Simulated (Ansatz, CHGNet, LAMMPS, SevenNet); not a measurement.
**CsCl-type FeAl, lattice constant a**

Reference value: 2.910 Å (measured, room temperature, not corrected to a static lattice; as tabulated in Liu et al. (2023), doi:10.1107/s2414314623010659).

| level (code) | value (Å) | difference (%) |
|---|---|---|
| Lennard-Jones jacobson2022 (LAMMPS) | 3.053 | +4.91 |
| CHGNet-r²SCAN (CHGNet) | 2.846 | -2.20 |
| SevenNet-0 (SevenNet) | 2.871 | -1.34 |
| LDA (Ansatz) | 2.812 | -3.37 |
| PBE (Ansatz) | 2.869 | -1.41 |
| PBEsol (Ansatz) | 2.840 | -2.41 |
| PBE-D3(BJ) (Ansatz) | 2.841 | -2.37 |
| PBE-D4 (Ansatz) | 2.843 | -2.30 |
| rVV10 (Ansatz) | 2.876 | -1.17 |
| r²SCAN (Ansatz) | 2.843 | -2.30 |
| HSE06 (Ansatz) | 2.839 | -2.44 |
| PBE0 (Ansatz) | 2.837 | -2.51 |

Leaving aside Lennard-Jones jacobson2022, which can be fitted to such values or carry a doubt: Closest of these to the reference: rVV10 (-1.17 %). LDA (-3.37 %) misses by most. All 11 levels lie below the reference.

The reference has no zero-point or thermal correction, while the calculations are for a static lattice, so the differences are not the levels' errors alone. A static lattice is as a rule a little smaller than the measured one. The crystal itself was run without spin with LDA, PBE, PBEsol, PBE-D3(BJ), PBE-D4, rVV10, r²SCAN, HSE06, PBE0. Lennard-Jones jacobson2022: the pair parameters belong to the elements and are mixed by rule. Lennard-Jones jacobson2022: pair potentials favour close packing, so symmetry can be all that holds this lattice. HSE06: hybrids on metals are sensitive to the k mesh and can open a false gap. PBE0: the run has no spin polarisation, so it can have missed a magnetic state. Cutoffs and k meshes differ between the levels. Ansatz's density-functional and Hartree–Fock values are scalar-relativistic unless marked +SOC, with PAW data made under PBE.

Empirical potentials (Lennard-Jones jacobson2022) are fitted to chosen data, which need not cover the solid at hand: agreement can be built in, and what lay outside the fit can be far off. Machine-learned potentials (CHGNet-r²SCAN, SevenNet-0) are trained on DFT data, which may include these solids.

Differences are worked out from the printed values.

Ansatz is a quantum-chemistry and plane-wave program.
